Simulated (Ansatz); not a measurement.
Worked example: zone-centre phonon calculation of Li3Au (Fm-3m, 4 atoms in the cell) in Ansatz (an electronic-structure program).

Method of the run: LDA (PW92), default PAW files made with PBE (plane waves; Ansatz).

```xyz
4
Lattice="0.0000 3.1160 3.1160 3.1160 0.0000 3.1160 3.1160 3.1160 0.0000" Properties=species:S:1:pos:R:3 pbc="T T T"
Li     1.5580     1.5580     1.5580
Li     4.6741     4.6741     4.6741
Li     3.1160     3.1160     3.1160
Au     0.0000     0.0000     0.0000
```

Reference input (self-consistent single point, DFT, LDA (PW92), plane waves, default PAW files made with PBE): basis.ecutwfc = 420 eV; kpoints.mp_grid.grid = 9 9 9; hamiltonian.xc = lda; hamiltonian.pseudopotentials = {kind: paw} (the program's default PAW files); scf.occupations.method = gaussian; scf.occupations.width = 0.1 eV. This run's input differs from it in these lines:

Ansatz 0.2 input:
```diff
@@ -13,3 +13,3 @@
 kpoints:
-  mp_grid: { grid: [9, 9, 9] }
+  mp_grid: { grid: [7, 7, 7] }
 hamiltonian:
@@ -19,6 +19,4 @@
   occupations: { method: gaussian, width: 0.1 }
-output:
-  forces: true
-  eigenvalues: true
-  stress: true
+phonons:
+  method: dfpt
```

Output, abridged:

```
SCF iter   1: F=—  HF=-13471.497551 eV  |F-HF|=—  |Δ(HF+E_count)|=         —  Δρ=6.27e-3  dr2=8.60e-3  ethr=1.77e-3  ⟨swp⟩=3.5  Hψ=2918  notcnv=0
all-band conjugate gradients solve this SCF's bands
preconditioner: auto → Kerker (q_TF=auto, 2.399 Å⁻¹)
SCF iter   2: F=—  HF=-13471.483358 eV  |F-HF|=—  |Δ(HF+E_count)|=   1.42e-2  Δρ=2.96e-3  dr2=1.83e-3  ethr=3.07e-5  ⟨swp⟩=2.0  Hψ=1415  notcnv=0
   [... lines left out ...]
SCF iter   7: F=—  HF=-13471.480460 eV  |F-HF|=—  |Δ(HF+E_count)|=   5.09e-6  Δρ=2.80e-6  dr2=4.50e-9  ethr=6.52e-10  ⟨swp⟩=2.0  Hψ=956  notcnv=0
SCF iter   8: F=—  HF=-13471.480460 eV  |F-HF|=—  |Δ(HF+E_count)|=  3.27e-10  Δρ=7.39e-7  dr2=3.00e-10  ethr=1.61e-11  ⟨swp⟩=1.9  Hψ=792  notcnv=0
SCF iter   9: F=—  HF=-13471.480460 eV  |F-HF|=—  |Δ(HF+E_count)|=  3.46e-11  Δρ=2.10e-7  dr2=3.52e-11  ethr=1.07e-12  ⟨swp⟩=2.9  Hψ=1362  notcnv=0
SCF iter  10: F=-13471.480460 eV  HF=-13471.480460 eV  |F-HF|=7.28e-12  |Δ(HF+E_count)|=    0.00e0  Δρ=3.82e-8  dr2=7.79e-13  ethr=1.00e-12  ⟨swp⟩=5.8  Hψ=2952  notcnv=0
SCF 1 converged in 10 iterations: F = -13471.480460 eV  dr2 = 7.79e-13
DFPT response loops at Γ: preconditioner auto → Kerker (q_TF=auto, 2.399 Å⁻¹) (partly filled bands, converged f_vac=0.000) …
Free energy (F): -13471.480460 eV
Internal energy: -13471.470976 eV  (E = F + TS)
E sigma→0 (E₀):  -13471.475718 eV
Entropy (-TS):   -0.009484 eV (-2.371 meV/atom)
Fermi energy:    7.108565 eV
--- Phonons (Γ-DFPT): 3 representative perturbations + reference, on 40 of 343 k-points (Σ response iterations 10) ---
  k mesh reduced under 8 symmetry operations, with k and −k counted as one. Each operation leaves every solved displacement unchanged or reverses it
  ASR residual: 1.975e-5 → 0.000e0 eV/Å²; symmetrization residual: 6.457e-7 eV/Å²
  ASR residual per site (eV/Å²): 3.43e-6 3.43e-6 4.16e-6 1.98e-5
  Γ frequencies (cm⁻¹): 0.00 0.00 0.00 158.64 158.64 158.64 360.63 360.63 360.63 363.24 363.24 363.24
  non-analytic LO–TO correction: not included (Born effective charges unavailable; polar crystals: no LO–TO splitting at Γ)
```

The run converged in 10 iterations. 

Summary of the result:
| Property | Result |
|---|---|
| Free energy E − TS (on the zero of these files) | -13471.4805 eV |
| Fermi level (on the code's own zero) | 7.11 eV |
| Zone-centre frequencies (cm⁻¹; negative means imaginary) | 0, 0, 0, 159, 159, 159, 361, 361, 361, 363, 363, 363 |

The starting cell comes from a database of computed structures (which also holds hypothetical and non-ambient phases and stackings), without a prior relaxation at this level. Its lattice was rescaled by up to half a per cent.
